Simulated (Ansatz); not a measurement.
A periodic model of amorphous Ge₂₂Sb₇Te₁₈C₄:

```xyz
51
Lattice="11.5496 -0.3078 -0.3684 -0.3078 10.6015 0.9093 -0.3684 0.9093 11.0067" Properties=species:S:1:pos:R:3 pbc="T T T"
Ge     9.8001     1.4030     2.8348
Ge     8.0269     8.7639     4.7243
Ge     1.7923     9.6454     3.2454
Ge     6.1598     7.9382     3.2122
Ge     9.9830     7.8063     1.9275
Ge     2.3308     6.5437     8.1656
Ge    10.6761     3.4698     9.7246
Ge     4.6643     6.1243     9.1600
Ge    10.6184    10.1179     0.6763
Ge    10.4927     6.8817     4.9717
Ge    11.0573    10.0245     3.8198
Ge     7.6461     2.3545     8.9623
Ge     8.5409     1.6789     0.6009
Ge     6.3689     5.4919     3.7301
Ge     7.8126     4.0292     1.2379
Ge     4.9861     3.2899     7.0114
Ge     9.8877     1.0766     6.0376
Ge     3.7605     7.8905     6.2374
Ge     4.7202     5.1367     0.7251
Ge     4.1172     9.9027     4.4702
Ge     5.6154     2.6628     2.9242
Ge     1.4972     4.5626     9.6122
Sb     4.0154     7.6807     1.4280
Sb     5.8023     8.4485     8.0155
Sb     3.5847    10.3801     8.1921
Sb     7.6237     6.2646     9.9624
Sb    10.8475     8.0279     8.0123
Sb     9.6178     5.1727     2.9084
Sb     1.0213     5.0071     6.1256
Te     1.8894     8.6256     9.8725
Te     1.6086     7.0017     2.8286
Te    10.1027     3.7732     7.0484
Te     0.4674    10.7693     6.6344
Te     6.7238    10.6738     6.1688
Te     1.3311    11.4460    11.7180
Te     2.2862     2.8279     7.6768
Te     0.1737     3.5872     3.2049
Te     6.2604     0.5176     1.5615
Te     5.0524     1.1268     9.5117
Te     9.1375    10.1877     9.2582
Te     7.4883     8.0045     0.8736
Te     7.5037     3.1705     4.7570
Te     8.2522     6.8644     6.5649
Te     3.4460     1.8206     4.2715
Te     4.0855     5.3399     5.1651
Te    10.5519     6.1816    10.4012
Te     3.0045     3.1355     0.9167
C      6.0292     4.4191     2.0451
C      6.8586     4.2970     9.0331
C      5.6585     4.5146     8.5041
C      9.8305     8.4639     3.8779
```

The numbers are results of PBE-D3(BJ), scalar-relativistic without spin-orbit coupling, PAW (Ansatz default set, large-core Te) (plane waves to 420 eV; Ansatz, a program for electronic structure), not measurements.

Preparation: random packing, a CHGNet melt and quench, and a DFT relaxation. The hot cell started wider than the set density and was brought back towards it in steps. It is the lowest in DFT energy of 3 quenches. It is a model cell: composition and starting density were chosen by hand, and all elements were melted together. The geometry includes D3(BJ) dispersion. Its density started from a set value of 5.82 and ended at 5.96 g/cm³. The simulated quench (nominally 110 K/ps over its main leg) is rapid and tends to freeze in more defects than a deposited or slowly cooled glass has. One small periodic cell is one sample of the glass; other quenches scatter about these values. Volume and shape were free in the relaxation. On a 2×2×2 Γ-centred mesh force components of up to 0.36 eV/Å stay, since the relaxation ran on one k-point at (1/4, 1/4, 1/4).

Cut-offs for bonds: Ge-Ge 2.85 Å, Ge-Sb 2.98 Å, Ge-Te 3.06 Å, Ge-C 2.34 Å, Sb-Sb 3.16 Å, Sb-Te 3.36 Å, Sb-C 2.58 Å, Te-Te 3.31 Å, Te-C 2.57 Å, C-C 1.82 Å.

### Question
Give the coordination numbers, mean bond lengths and angles.

### Answer

```yaml
Mean coordination of Ge: 3.73 (7 with 3, 14 with 4, 1 with 5)
Mean coordination of Sb: 4.29 (1 with 3, 3 with 4, 3 with 5)
Mean coordination of Te: 3.00 (4 with 2, 10 with 3, 4 with 4)
Mean coordination of C: 3.50 (2 with 3, 2 with 4)
Mean Ge-Te bond: 2.746 Å (spread 0.086 Å, 32 counted)
Mean Ge-Ge bond: 2.604 Å (spread 0.075 Å, 15 counted)
Mean Sb-Te bond: 3.063 Å (spread 0.157 Å, 18 counted)
Mean Ge-C bond: 2.024 Å (spread 0.032 Å, 11 counted)
Bond angle at Ge: mean 106.2°, spread 18.3°
Bond angle at Sb: mean 103.6°, spread 28.3°
Bond angle at Te: mean 102.5°, spread 23.6°
Bond angle at C: mean 112.8°, spread 9.3°
```
